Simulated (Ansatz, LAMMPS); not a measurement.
**Ge lens of 81 atoms, radius 0.95 nm, coherent in Si, 6x6x6 cubic cells at the host's lattice parameter**

Cell 32.82 × 32.82 × 32.82 Å, Si1647Ge81, 1728 atoms. Prepared with Tersoff's 1989 multicomponent potential (SiCGe.tersoff) run with LAMMPS: minimisation. 

Method: PBE, support functions at accuracy medium on the grid of 370 eV (norm-conserving potentials; Ansatz, a quantum-chemistry and plane-wave program).

Basis: localised support functions (accuracy medium) on a full density matrix. k-points: zone centre alone; occupations: Fermi-Dirac, 0.010 eV; spin polarisation not allowed. No spin-orbit coupling.

```json
{
 "energy over the perfect crystal(s), per atom": "3 meV/atom",
 "Kohn-Sham gap of the cell on its k-mesh": "0.50 eV",
 "weight_of_the_highest_filled_level_on_the_dot": "0.29",
 "weight_of_the_lowest_empty_level_on_the_dot": "0.01",
 "coordination (neighbours within 2.836 Å)": "100.0 % 4-fold",
 "Ge-Ge bonds, mean ± spread": "2.436 ± 0.007 Å",
 "Ge-Si bonds, mean ± spread": "2.395 ± 0.005 Å",
 "Si-Si bonds, mean ± spread": "2.366 ± 0.003 Å",
 "bond angles, mean ± spread": "109.5° ± 0.6°",
 "pressure": "0.43 GPa",
 "cost_of_the_final_run": "around 2.2 core-hours (rough), 20 SCF iterations, 35 GiB"
}
```
